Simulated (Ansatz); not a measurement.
The starting structures come from a database of crystals and need not be the phases stable at ambient conditions.

Given:

```yaml
crystal:
  lattice:
    - [3.86549, 0.00000, 0.00000]
    - [0.00000, 3.86549, 0.00000]
    - [0.00000, 0.00000, 5.45561]
  atoms:
    - { symbol: Al, position: [0.50000, 0.50000, 0.50000] }
    - { symbol: Ga, position: [0.00000, 0.00000, 0.00000] }
    - { symbol: P, position: [0.00000, 0.50000, 0.25039] }
    - { symbol: P, position: [0.50000, 0.00000, 0.74961] }
```

Space group of this cell: P-4m2. The cell is taken as given.

Calculation: PBEsol (plane waves, PAW; Ansatz, a first-principles code).

The current runs along the normal of the first two printed vectors; no spin-orbit coupling. Scaled by the factor s: all lengths (ions clamped). Meshes 8×8×6 and 8×8 across the current in all rows.

| s | mean pressure (GPa) | slowest mid-gap decay constant κ (1/Å) |
|---|---|---|
| 0.98 | 5.5 | ? |
| 1.00 | -0.3 | 0.156 |
| 1.02 | -4.7 | 0.128 |

### Question
Take the slope of the slowest mid-gap decay constant κ against ln s from the two given rows, extrapolate to s = 0.98, and say what the run there gives.

### Answer
Slope = (0.128 − 0.156) / ln 1.02 = -1.41 1/Å. The line gives 0.156 + (-1.41) × ln 0.98 = 0.185 1/Å. The run gives 0.176 1/Å, 0.009 1/Å under the line, 30 % of the predicted step.
